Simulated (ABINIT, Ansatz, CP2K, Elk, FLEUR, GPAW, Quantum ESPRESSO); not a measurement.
## One structure in several programs: Sc (P6_3/mmc, 4 atoms in the cell)

Self-consistent single point, at a second geometry (lattice scaled by 0.98). First geometry:

```
CELL_PARAMETERS angstrom
      3.21901     0.00000     0.00000
     -1.60950     2.78774     0.00000
      0.00000     0.00000    10.35717
ATOMIC_POSITIONS crystal
  Sc 0.00000 0.00000 0.00000
  Sc 0.00000 0.00000 0.50000
  Sc 0.33333 0.66667 0.25000
  Sc 0.66667 0.33333 0.75000
```

Shared settings, as Ansatz (a first-principles code) writes them: kpoints.mp_grid.grid = 8 8 3; scf.occupations.method = fermi_dirac; scf.occupations.width = 0.05 eV. Potentials and cutoffs stand in the table.

| code | model | ΔF from the first geometry (meV/atom) | pressure (GPa) | cutoff |
|---|---|---|---|---|
| Quantum ESPRESSO | PBE, SSSP 1.1.2 efficiency (PBE) pseudopotentials | 46.1 | 7.57 | 60 Ry |
| Elk | PBE, all-electron FP-LAPW, Elk's shipped species files, APW+lo basis with extra local orbitals | 49.9 | – | rgkmax 8 |
| ABINIT | PBE, PAW (JTH v2.0 PBE PAW) | 45.2 | 7.44 | 30 Ha |
| CP2K | PBE, GPW, DZVP-MOLOPT-SR-GTH basis, GTH-PBE potentials (GTH_POTENTIALS) | 47.8 | 7.78 | grid 600 Ry |
| GPAW | PBE, GPAW PAW datasets PBE (gpaw-data 1.0.1) | 44.9 | 7.42 | 850 eV |
| Ansatz | PBE, PAW files | 45.5 | 7.49 | 420 eV |
| FLEUR | PBE, all-electron FLAPW (FLEUR), scalar-relativistic valence | 47.9 | – | Kmax 3.8 1/bohr |

A dash marks a value that a program does not give, or that is left out as unsure.

The spread over the programs that give each value: ΔF from the first geometry within 5.0 meV/atom; pressure within 0.36 GPa.

CP2K uses small atom-centred bases, whose incompleteness enters pressures, forces and empty levels differently from a plane-wave cutoff. Elk and FLEUR treat all electrons, but the usual bases taken here (sphere radii, linearisation, local orbitals, empty states) were not tested for convergence, so the values are no reference for the others. Ansatz's pressure is given at a fixed set of plane waves, as the other plane-wave codes print theirs.

The starting cell was generated: these elements placed on a structure prototype, without a prior relaxation; it need not be a known phase or ordering of this composition. Its lattice was rescaled by a random factor within 2.5 % of one. For this run, on top of that: lattice scaled by 0.98.

Keys are those of Ansatz 0.2.
